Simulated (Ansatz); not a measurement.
The parent structure is Ta in the bcc (W type) structure (space group Im-3m, No. 229; relaxed with 0.1 eV smearing).

```
CELL_PARAMETERS angstrom
     -1.64115     1.64115     1.64115
      1.64115    -1.64115     1.64115
      1.64115     1.64115    -1.64115
ATOMIC_POSITIONS crystal
  Ta 0.00000 0.00000 0.00000
```

Cartesian axes are those of the cell as printed.

Method: PBEsol in Ansatz (plane waves to 420 eV, PAW, scalar-relativistic without spin-orbit coupling), earlier PAW set.

Modification: every lattice vector is stretched by 2.04 %; the atoms relax in the strained cell.

Predict the stress tensor and what it implies for the stiffness.

Stress of the strained cell less that of the base (GPa, compression positive):
```
  -11.2     0.0     0.0
    0.0   -11.2     0.0
    0.0     0.0   -11.2
```

Then B = −ΔP/(ΔV/V₀) with ΔV/V₀ = 0.0625 gives secant stiffness values (nonlinear terms included at this strain): B ≈ 179 GPa.

As a check, the harmonic strain energy −½ V₀ Δσ:ε is 38 meV/atom; the computed energy rise is 40 meV/atom.

Whether these cells are dynamically stable was not tested. The final runs are not spin-polarised.

Ansatz is an electronic-structure program.
